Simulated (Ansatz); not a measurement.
## ZrC: uniaxial strain ε_zz = −0.50 %

Start from ZrC in the rock salt structure (space group Fm-3m, No. 225; a = 4.6691 Å; relaxed with 0.1 eV smearing). Axes: x, y, z lie along the cube axes.

Modification: the cell is compressed by 0.50 % along z with no lateral relaxation, atoms relaxed at fixed cell.

Calculations: PBEsol (Ansatz, a first-principles code, PAW, without spin-orbit coupling). k-mesh 21×21×21 (Γ-centred); smearing 0.1 eV (Fermi–Dirac).

The shortest interatomic distance shrinks by 0.012 Å (2.335 Å → 2.323 Å) and the energy goes up by 0.5 meV/atom. The pressure (mean of the normal stresses, compression positive) goes from zero to 1.2 GPa and the band gap stays zero. The stress (xx, yy, zz, yz, xz, xy; compression positive) is (0.5, 0.5, 2.6, 0.0, 0.0, 0.0) GPa.

Final structure:

```
ZrC
1.0
    0.00000     2.33454     2.32286
    2.33454     0.00000     2.32286
    2.33454     2.33454     0.00000
Zr C
1 1
Direct
  0.00000   0.00000   0.00000
  0.50000   0.50000   0.50000
```

Cost of the whole job for the changed cell (relaxation, final SCF and bands): about 20 core-seconds (a rough figure).

Stability against distortions was not tested. The final runs are not spin-polarised.
